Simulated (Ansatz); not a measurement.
The starting structures come from a database of crystals and need not be the phases stable at ambient conditions.

By PBEsol, the system below comes out a metal.

A figure of merit of an interconnect metal is its ballistic conductance per area.

Consider the following.

```xyz
13
Lattice="4.2288 0.0000 0.0000 0.0000 7.3292 0.0000 2.1144 0.0000 3.6622" Properties=species:S:1:pos:R:3 pbc="T T T"
Ti     0.0000     0.0000     0.0000
Be     4.2288     0.0000     2.4415
Be     2.1144     0.0000     1.2207
Be     4.2288     3.6646     2.4415
Be     2.1144     3.6646     1.2207
Be     0.0000     4.7823     0.0000
Be     0.0000     2.5468     0.0000
Be     2.1144     5.5660     0.0000
Be     2.1144     1.7631     0.0000
Be     1.0572     5.5660     1.8311
Be     1.0572     1.7631     1.8311
Be     3.1716     5.5660     1.8311
Be     3.1716     1.7631     1.8311
```

Space group of this cell: P6/mmm. The cell is taken as given; by PBEsol its mean pressure is -1.6 GPa.

The current flows along the normal of the first two printed cell vectors, the (100) plane of the conventional cell. No spin-orbit coupling; the value is a mean over 0.1 eV about the Fermi level.

Task: Predict the ballistic conductance per area from Ansatz (a quantum-chemistry and plane-wave program) with PBEsol.

Result: 0.58 × 10¹⁵ S/m² for both spins.
